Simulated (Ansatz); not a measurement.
CsCl-type TiCo, treated with rVV10 (Ansatz, a quantum-chemistry and plane-wave program, plane waves, PAW).

Numerical settings: plane-wave cutoff 520 eV, 18×18×18 k mesh, Fermi–Dirac smearing 0.05 eV, no spin polarisation, scalar-relativistic PAW data made under PBE.

Equation-of-state points:

```json
[
 {"V (Å³/atom)": "12.466", "E − E_lowest (meV/atom)": "29.78"},
 {"V (Å³/atom)": "12.731", "E − E_lowest (meV/atom)": "12.78"},
 {"V (Å³/atom)": "12.996", "E − E_lowest (meV/atom)": "3.09"},
 {"V (Å³/atom)": "13.261", "E − E_lowest (meV/atom)": "0.00"},
 {"V (Å³/atom)": "13.527", "E − E_lowest (meV/atom)": "2.86"},
 {"V (Å³/atom)": "13.792", "E − E_lowest (meV/atom)": "11.08"},
 {"V (Å³/atom)": "14.057", "E − E_lowest (meV/atom)": "24.14"}
]
```

Problem. Estimate the bulk modulus and its pressure derivative from these points.

Solution. V0 = 13.262 Å³/atom, B0 = 179 GPa, B′ = 4.2 (fit to the energies at full precision).

Measured, for comparison: bulk modulus 154 GPa, equilibrium volume per atom 13.43 Å³/atom (room temperature, no zero-point or thermal correction; as tabulated in Yamada et al. (2019), arXiv:1910.09660). Computed (rounded) less measured: bulk modulus +16 %, equilibrium volume per atom -1.3 %. A static lattice is as a rule a little smaller and stiffer than an uncorrected measurement, which narrows the difference in the equilibrium volume per atom and would widen misses of the other sign.

Computed values are for the static lattice.
